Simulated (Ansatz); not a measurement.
The reference is ZnCu₂SnSe₄ (space group I-4, No. 82).

```xyz
8
Lattice="-2.8495 2.8495 5.6911 2.8495 -2.8495 5.6911 2.8495 2.8495 -5.6911" Properties=species:S:1:pos:R:3 pbc="T T T"
Cu     0.0000     0.0000     0.0000
Cu     0.0000     2.8495     2.8456
Zn     2.8495     0.0000     2.8456
Sn     0.0000     0.0000     5.6911
Se     1.4764     1.5207     4.2125
Se     1.3731     1.3288    -1.4787
Se     1.5207    -1.4764     7.1698
Se     1.3288     4.3259     1.4787
```

Cartesian axes are those of the cell as printed.

Calculations: Kohn–Sham DFT with the r2SCAN functional, run in Ansatz (a quantum-chemistry and plane-wave program) with PAW and 500 eV plane waves, without spin-orbit coupling, earlier PAW set.

For the base:

- Shortest interatomic distance: 2.411 Å

Now apply this change: the cell is stretched by 0.30 % along y with no lateral relaxation, atoms relaxed at fixed cell.

Problem. Estimate the effect on the energy relative to the base, shortest interatomic distance and stress.

Solution. The energy hardly moves; the shortest interatomic distance increases by 0.003 Å (2.411 Å → 2.414 Å); the stress (xx, yy, zz, yz, xz, xy; compression positive) amounts to (-0.16, -0.26, -0.15, 0.00, 0.00, 0.00) GPa.

The cells carry an imposed strain or load. Whether these cells are dynamically stable was not tested. The final runs are not spin-polarised.
